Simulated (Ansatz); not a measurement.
# Fermi-surface data of WP₂ (Cmc2_1)

Here is the system:

```xyz
6
Lattice="1.5751 -5.5685 0.0000 1.5751 5.5685 0.0000 0.0000 0.0000 4.9507" Properties=species:S:1:pos:R:3 pbc="T T T"
P      1.5751     4.7876     1.8947
P      1.5751    -4.7876     4.3700
P      1.5751    -3.3070     0.9934
P      1.5751     3.3070     3.4688
W      1.5751     1.0382     2.4734
W      1.5751    -1.0382    -0.0019
```

Computed with r2SCAN, rigid bands (plane waves, PAW, scalar-relativistic; Ansatz, a quantum-chemistry and plane-wave program). Condition of this run: functional r2SCAN on the same cell. Geometry: cell and atoms relaxed with PBEsol.

The density of states at the Fermi level is 1.09 states/(eV·cell), both spins and the bare Sommerfeld coefficient is 0.43 mJ/(mol of atoms·K²). The drude plasma energy comes out as 2.4 (x), 1.93 (y), 2.5 (z) eV and the root-mean-square Fermi velocity is 4.0e5 m/s. The resistivity times τ comes out as 88 (x), 132 (y), 77 (z) ×10⁻²² Ω·m·s.

A metal at this level (no band gap); rigid bands, thermally averaged at 300 K, both spins. Spin-orbit coupling is left out, which matters with elements this heavy. τ is one relaxation time for all states.

Formula and space group known from diffraction (Crystallography Open Database), not checked to be the room-temperature form: WP2 (Cmc2_1).
